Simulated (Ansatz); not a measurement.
The starting structures come from a database of crystals and need not be the phases stable at ambient conditions.

Tunnelling through a barrier is set by its complex band structure: the current falls as exp(−2κd) with the smallest κ.

Consider the following.

```
CELL_PARAMETERS angstrom
      5.68506     0.00000     0.00000
      0.00000     5.80353     0.00000
      0.00000     0.00000     8.10226
ATOMIC_POSITIONS crystal
  La 0.98854 0.04462 0.25000
  La 0.01146 0.95538 0.75000
  La 0.48854 0.45538 0.75000
  La 0.51146 0.54462 0.25000
  Sc 0.00000 0.50000 0.00000
  Sc 0.50000 0.00000 0.00000
  Sc 0.50000 0.00000 0.50000
  Sc 0.00000 0.50000 0.50000
  O  0.10052 0.46623 0.25000
  O  0.89948 0.53377 0.75000
  O  0.60052 0.03377 0.75000
  O  0.39948 0.96623 0.25000
  O  0.29638 0.70372 0.94648
  O  0.70362 0.29628 0.05352
  O  0.79638 0.79628 0.05352
  O  0.20362 0.20372 0.94648
  O  0.20362 0.20372 0.55352
  O  0.79638 0.79628 0.44648
  O  0.70362 0.29628 0.44648
  O  0.29638 0.70372 0.55352
```

Space group of this cell: Pnma. The cell is taken as given; by PBEsol its mean pressure is -3.7 GPa.

Transport runs along the normal of the first two printed cell vectors.

The gap is the functional's own, uncorrected, and κ follows it; spin-orbit coupling is left out. Mid-gap values are interpolated between the computed energies.

**Question.** Compute, with Ansatz (an electronic-structure program) with PBEsol, the band gap and the smallest decay constant κ at mid-gap.

**Answer.** Gap 3.89 eV on a 6×6×4 mesh; κ = 0.348 1/Å, at the zone centre.
